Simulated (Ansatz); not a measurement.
# AuZn: transverse stress against strain

AuZn (CsCl type, Pm-3m, 15.312 Å³/atom at rest, cube axes along x, y and z) under a strain ε along a cube axis (axis z), the other axes held. PBEsol in Ansatz, a plane-wave DFT program (PAW, default set), 420 eV, 18×18×18 Γ-centred mesh, Fermi-Dirac smearing 0.10 eV; ions are relaxed within the symmetry of each cell. Stress is positive for a compressed cell.

Here s stands for strain and y for stress xx.

| strain (%) | stress xx (GPa) |
|---|---|
| -3.00 | ? |
| -1.50 | 2.21 |
| -1.00 | 1.45 |
| -0.50 | 0.72 |
| 0.00 | 0.01 |
| 0.50 | -0.69 |
| 1.00 | -1.36 |
| 1.50 | -2.01 |

**Question.** Using a straight line, estimate the missing y at s = -3.00 from the other rows, showing the fit.

**Answer.** Means: s 0, y 0.047. About the means, the sum of products is -9.8450 and the sum of squares of s is 7.0000; the slope is their ratio. Least squares gives y = 0.047 - 1.4064·s. Residuals (row less fit): 0.053, -0.003, -0.030, -0.037, -0.034, -0.001, 0.053; standard error 0.043 (degrees of freedom: 5). The slope gives the elastic constant C12 = 141 ± 1.6 GPa. At the withheld row, y = 0.047 - 1.4064 × (-3.0) = 4.266 GPa. The calculation gives 4.59 GPa, 0.324 GPa above the prediction (4.9 % of the range of y in the table). The row lies outside the fitted rows, so this is an extrapolation. From the scatter of the fitted rows alone, a prediction at this place has a standard error of 0.066 GPa, so the miss is 4.9 times that.

One order more, fitted to all 13 runs of the series, follows each within 0.01, so the miss is the next term of a smooth law. In a metal these values are sensitive to mesh and smearing; energies are taken to zero smearing, stresses follow the free energy. Rows are the converged runs of the series near zero and its far end; series whose fitted rows scatter by over a few per cent of the range, as at a crossing or softening among them, aren't shown in this form. Most that stay on the fit to the last digits aren't either.
